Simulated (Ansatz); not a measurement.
# A computed series for HfN: response to strain

The reference is HfN in the rock salt structure (space group Fm-3m, No. 225; a = 4.5018 Å; relaxed with 0.1 eV smearing). Axes: x, y, z lie along the cube axes.

Strains are applied to the cell and any free atomic positions relax; under biaxial strain the out-of-plane vector relaxes too.

Calculations: PBEsol in Ansatz (plane waves to 420 eV, PAW, no SOC).

| biaxial strain, plane normal [001], relaxed out of plane (%) | out-of-plane strain (%) |
|---|---|
| 0 | 0.00 |
| 0.5 | -0.17 |
| 1 | -0.35 |
| 1.5 | -0.51 |
| 2 | -0.68 |
| 2.5 | ? |
| 3 | -1.02 |

**Question.** Fit ε⊥ = −νε + γε² (strains in %) to the rows shown and predict the withheld row.

**Answer.** Least squares on the printed values gives ν = 0.34 (the biaxial Poisson response) and γ = 0.002 (largest residual 0.01 %); this predicts -0.85 %, and the run gives -0.85 %, in agreement.

Stability against distortions was not tested. All final runs are without spin polarisation. An odd electron count without spin: HfN.

Ansatz is an electronic-structure program.
